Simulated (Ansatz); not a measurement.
End structure of the (213) surface of beta tin in its 1x1 cell, outermost plane spacing 0.25 Å in the ideal cut:

```yaml
crystal:
  lattice:
    - [4.49607, 0.00000, 0.00000]
    - [-0.57872, 12.67996, 0.00000]
    - [0.00000, 0.00000, 26.50000]
  atoms:
    - { symbol: Sn, position: [0.01622, 0.33698, 0.30643] }
    - { symbol: Sn, position: [0.49364, 0.18716, 0.32422] }
    - { symbol: Sn, position: [0.72185, 0.70385, 0.34323] }
    - { symbol: Sn, position: [0.20809, 0.53944, 0.36260] }
    - { symbol: Sn, position: [0.73228, 0.01988, 0.39352] }
    - { symbol: Sn, position: [0.21497, 0.85635, 0.38251] }
    - { symbol: Sn, position: [0.65816, 0.38125, 0.40593] }
    - { symbol: Sn, position: [0.13198, 0.21343, 0.42391] }
    - { symbol: Sn, position: [0.55840, 0.71443, 0.45654] }
    - { symbol: Sn, position: [0.03008, 0.55345, 0.47599] }
    - { symbol: Sn, position: [0.47863, 0.05998, 0.50184] }
    - { symbol: Sn, position: [0.98501, 0.88851, 0.49816] }
    - { symbol: Sn, position: [0.43356, 0.39504, 0.52401] }
    - { symbol: Sn, position: [0.90524, 0.23405, 0.54346] }
    - { symbol: Sn, position: [0.33166, 0.73506, 0.57609] }
    - { symbol: Sn, position: [0.80548, 0.56724, 0.59407] }
    - { symbol: Sn, position: [0.24867, 0.09214, 0.61749] }
    - { symbol: Sn, position: [0.73136, 0.92861, 0.60648] }
    - { symbol: Sn, position: [0.25555, 0.40904, 0.63740] }
    - { symbol: Sn, position: [0.74179, 0.24463, 0.65677] }
    - { symbol: Sn, position: [0.97000, 0.76133, 0.67578] }
    - { symbol: Sn, position: [0.44741, 0.61150, 0.69357] }
```

Slab: 22 atoms, 10.2 Å thick at the start (thin: gaps and levels are the slab's own); k 9x3x1, smearing 0.1 eV, dipole-corrected; single point; on the structure that PBE left under its start's symmetry; no spin, no spin-orbit, no U.

Q: What work function of the top face does r2SCAN, at the PBE geometry (Ansatz, a first-principles code) give?

A: 4.26 eV
